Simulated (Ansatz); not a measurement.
# What Cu on a Zn site, symmetric start does to ZnS

Start from a 24-atom supercell of ZnS in the zinc blende structure (space group F-43m, No. 216; a = 5.443 Å) at its relaxed geometry.

The change: a neutral Cu on a Zn site, symmetric start, atoms relaxed at fixed cell.

All numbers come from Kohn–Sham DFT with the PBE functional, run in Ansatz (a first-principles code) with PAW and 420 eV plane waves, no SOC. Γ-centred 4×3×4 mesh, Fermi–Dirac width 0.01 eV.

```tsv
quantity	base	changed	shift
pressure	0.0 GPa	-0.7 GPa	-0.7 GPa
gap of the supercell	2.02 eV	zero	–
energy gained by relaxation	–	0.03 eV	–
mean distance from the defect site to its nearest host atoms	2.36 Å	2.32 Å	-0.04 Å
```

Final structure:

```
Zn11CuS12
1.0
    0.00000     5.44344     5.44344
    5.44344    -5.44344     5.44344
    5.44344     5.44344     0.00000
S Cu Zn
12 1 11
Direct
  0.50002   0.24976   0.50002
  0.50002   0.24976   0.99995
  0.66667   0.58436   0.66667
  0.66721   0.58322   0.16639
  0.83610   0.91837   0.83610
  0.83610   0.91837   0.32779
  0.99995   0.24976   0.50002
  0.00000   0.24557   0.00000
  0.16639   0.58322   0.66721
  0.16639   0.58322   0.16639
  0.32779   0.91837   0.83610
  0.33333   0.91648   0.33333
  0.00000   0.99961   0.00000
  0.99789   0.99895   0.50106
  0.16514   0.33218   0.16514
  0.16514   0.33218   0.66972
  0.33333   0.66618   0.33333
  0.33294   0.66890   0.83353
  0.50106   0.99895   0.99789
  0.50106   0.99895   0.50106
  0.66972   0.33218   0.16514
  0.66667   0.33366   0.66667
  0.83353   0.66890   0.33294
  0.83353   0.66890   0.83353
```

Cost of the whole job for the changed cell (relaxation, final SCF and bands): about 17 core-minutes (a rough figure).

The magnetic state is the one reached from the starting moments; the real material's order can differ, and small cells can't hold many antiferromagnetic ones. In so small a cell the defect repeats every few ångströms: this is an ordered compound, not a dilute defect. The mesh was chosen for an insulator and is coarse for the gapless case. The defect started on the symmetric site and kept its symmetry, so it may sit on a saddle. The defect cell is spin-polarised and ends with 0.5 μB, a fractional moment that hangs on the mesh and smearing.
